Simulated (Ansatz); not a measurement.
Cost against accuracy: kpoints.mp_grid.grid for Mg6GaNi (Amm2, 8 atoms in the cell)

Cell: a = 4.8351 Å, b = 6.0875 Å, c = 6.0875 Å, α = 61.69°, β = 90.00°, γ = 90.00°.

Computed with LDA (PW92), default PAW files made with PBE (plane waves; Ansatz, an electronic-structure program).

Base settings: basis.ecutwfc = 420 eV; kpoints.mp_grid.grid = 5 5 5; hamiltonian.xc = lda; hamiltonian.pseudopotentials = {kind: paw} (the program's default PAW files); scf.occupations.method = fermi_dirac; scf.occupations.width = 0.05 eV.

Misses are taken against the tightest run, 17 15 15, which need not be fully converged itself. The energy is the free energy per atom.

The count of work is k-points × plane waves × bands × iterations; it is no time, and leaves out set-up, grids and terms that scale otherwise. Core times come from one kind of shared machine and are given to one figure; runs under 30 s give none.

The starting cell comes from a database of computed structures (which also holds hypothetical and non-ambient phases and stackings), without a prior relaxation at this level. Its lattice was rescaled by a random factor within 2.5 % of one. Spin polarisation is off. In the base run, with a pressure of about -4 GPa the cell is away from its equilibrium volume at this level.

```
kpoints.mp_grid.grid  energy less reference (meV/atom)  largest difference in the force on any atom (eV/Å)  count of work / reference  core time / reference (rough)
--------------------  --------------------------------  --------------------------------------------------  -------------------------  -----------------------------
1 1 1                                           103.21                                               0.390                     0.0022                              –
2 2 2                                             4.63                                               0.232                      0.010                              –
3 3 3                                            29.29                                               0.070                      0.016                              –
4 4 4                                            -3.62                                               0.070                      0.041                              –
5 4 4                                            -6.65                                               0.060                      0.036                              –
5 5 5                                            -5.27                                               0.044                      0.047                              –
6 5 5                                            -3.24                                               0.026                      0.062                              –
7 6 6                                             1.65                                               0.026                      0.090                              –
8 7 7                                            -1.39                                               0.016                       0.14                           0.10
9 8 8                                            -0.85                                               0.009                       0.18                            0.1
11 10 10                                         -0.28                                               0.003                       0.32                            0.2
13 12 12                                         -0.11                                               0.003                       0.52                            0.3
17 15 15                                          0.00                                               0.000                        1.0                              1
```

Coarsest setting among those run that, with all tighter ones, holds the energy within 20 meV/atom of the reference: 4 4 4, off by 3.6 meV/atom; it needs 0.041 of the reference's count of work. The coarser 2 2 2 also lies inside, but a setting between leaves the range again, so that is luck.

Coarsest setting among those run that, with all tighter ones, holds the energy within 1 meV/atom of the reference: 9 8 8, off by 0.85 meV/atom; it needs 0.18 of the reference's count of work and about 0.1 of the reference's time.

The step from 5 4 4 to 7 6 6: it takes the miss in the energy from 6.6 to 1.7 meV/atom, for 2.5 times the count of work.

Keys are those of Ansatz 0.2.
